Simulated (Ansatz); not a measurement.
**GaAs: response to strain**

Start from GaAs in the zinc blende structure (space group F-43m, No. 216; a = 5.603 Å). Axes: x, y, z lie along the cube axes.

Strains are applied to the cell and any free atomic positions relax.

Level of theory: LDA, PAW, 420 eV (Ansatz, a program for electronic structure; scalar-relativistic without spin-orbit coupling).

Notes on the quantities. energy relative to the base: free energy F.

| uniaxial strain ε_zz (%) | energy relative to the base (meV/atom) |
|---|---|
| 0 | 0.0 |
| 0.5 | 0.2 |
| 1 | 0.8 |
| 1.5 | 1.8 |
| 2 | ? |
| 2.5 | 4.9 |
| 3 | 7.0 |

Q: Fit ΔE = Aε² + Bε³ (ε in %) to the rows shown and predict the withheld row.

A: Least squares on the printed values gives A = 0.818 and B = -0.013 meV/atom (largest residual 0.0 meV/atom); this predicts 3.2 meV/atom, and the run gives 3.1 meV/atom, in agreement.

Whether these cells are dynamically stable was not tested.
